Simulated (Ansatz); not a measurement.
Quartz-high SiO2 (high-temperature phase), treated with PBE0 (Ansatz, an electronic-structure program, plane waves, PAW).

Run with plane-wave cutoff 500 eV, 6×6×4 k mesh (along the axes of the cell as run), gaussian smearing 0.02 eV, scalar-relativistic PAW data made under PBE.

Cell (relaxed with r²SCAN):

```
O2Si
1.0
    5.05968     0.00000     0.00000
   -2.52984     4.38181     0.00000
    0.00000     0.00000     5.54108
Si O
3 6
Direct
  0.00000   0.50000   0.33333
  0.50000   0.00000   0.00000
  0.50000   0.50000   0.66667
  0.58350   0.79175   0.83333
  0.79175   0.58350   0.50000
  0.20825   0.79175   0.16667
  0.41650   0.20825   0.83333
  0.20825   0.41650   0.50000
  0.79175   0.20825   0.16667
```

Question: Give the computed band gap.

Answer: 
- band gap: 8.27 eV (on the SCF k mesh)

Note: symmetry holds this phase in the static calculation, where it need not be a minimum; held by symmetry at 0 K, a high-temperature phase can be a saddle point; cell and atoms aren't relaxed at this level (largest force component 0.05 eV/Å).

Cost on a shared machine: about 2.8 core-minutes (a rough figure).
